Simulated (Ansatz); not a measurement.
This Ansatz (a quantum-chemistry and plane-wave program) input is the reference run, Ge in the diamond structure (space group Fd-3m, No. 227), computed with Kohn–Sham DFT with the r2SCAN functional, run in Ansatz with PAW and 500 eV plane waves, without spin-orbit coupling, earlier PAW set:

Ansatz 0.2 input:
```yaml
crystal:
  lattice:
    - [0, 2.8363452925, 2.8363452925]
    - [2.8363452925, 0, 2.8363452925]
    - [2.8363452925, 2.8363452925, 0]
  atoms:
    - { symbol: Ge, position: [0.5, 0.5, 0.5] }
    - { symbol: Ge, position: [0.75, 0.75, 0.75] }
basis: { ecutwfc: 500, ecutrho_ratio: 4, xc_grid: 4, fft_grid_basis: typed }
kpoints: { mp_grid: { grid: [10, 10, 10] } }
hamiltonian:
  xc: r2scan
  dispersion: none
  pseudopotentials: { azcp: { folder: ./paw }, kind: paw }
scf: { occupations: { method: fermi_dirac, width: 0.05 }, convergence: { dr2_threshold: 0.0000000002 } }
output: { forces: true, stress: true }
checkpoint: { write: state.ck, write_every: 1000 }
```

Problem. Write the input for this change: cell and atoms relaxed at a pressure of 1.8 GPa.

Solution. 
Ansatz 0.2 input:
```yaml
crystal:
  lattice:
    - [0, 2.8363452925, 2.8363452925]
    - [2.8363452925, 0, 2.8363452925]
    - [2.8363452925, 2.8363452925, 0]
  atoms:
    - { symbol: Ge, position: [0.5, 0.5, 0.5] }
    - { symbol: Ge, position: [0.75, 0.75, 0.75] }
basis: { ecutwfc: 500, ecutrho_ratio: 4, xc_grid: 4, fft_grid_basis: typed }
kpoints: { mp_grid: { grid: [10, 10, 10] } }
hamiltonian:
  xc: r2scan
  dispersion: none
  pseudopotentials: { azcp: { folder: ./paw }, kind: paw }
scf: { occupations: { method: fermi_dirac, width: 0.05 } }
relax: { f_tol: 0.01, max_steps: 60, cell: { stress_tol: 0.02, p_target: 1.8 } }
output: { forces: true, stress: true }
checkpoint: { write: state.ck, write_every: 1000 }
```
This is the input that was run.

Load acts through the strain it causes; cell and atoms are relaxed under it. Stability against distortions was not tested.
